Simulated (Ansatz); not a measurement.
The parent structure is AlN in the wurtzite structure (space group P6_3mc, No. 186; a = 3.114 Å, c = 4.983 Å).

Calculations: PBEsol (Ansatz, a quantum-chemistry and plane-wave program, PAW, spin-orbit coupling left out).

One change was made to it. Results:

```csv
quantity,base,after
band gap,4.09 eV,4.05 eV
"valence-band top at Γ (three highest levels, from the VBM)","0.00, -0.22, -0.22 eV","0.00, -0.22, -0.22 eV"
shortest interatomic distance,1.891 Å,1.895 Å
```

**Question.** Which of these changes matches the shifts?
(A) pressure −1 GPa
(B) pressure 0.9 GPa
(C) pressure −2 GPa

**Answer.** A, pressure −1 GPa. For comparison, the band gap in the other runs: pressure 0.9 GPa gives 4.13 eV; pressure −2 GPa gives 4.01 eV.

Load acts through the strain it causes; cell and atoms are relaxed under it. Whether these cells are dynamically stable was not tested.
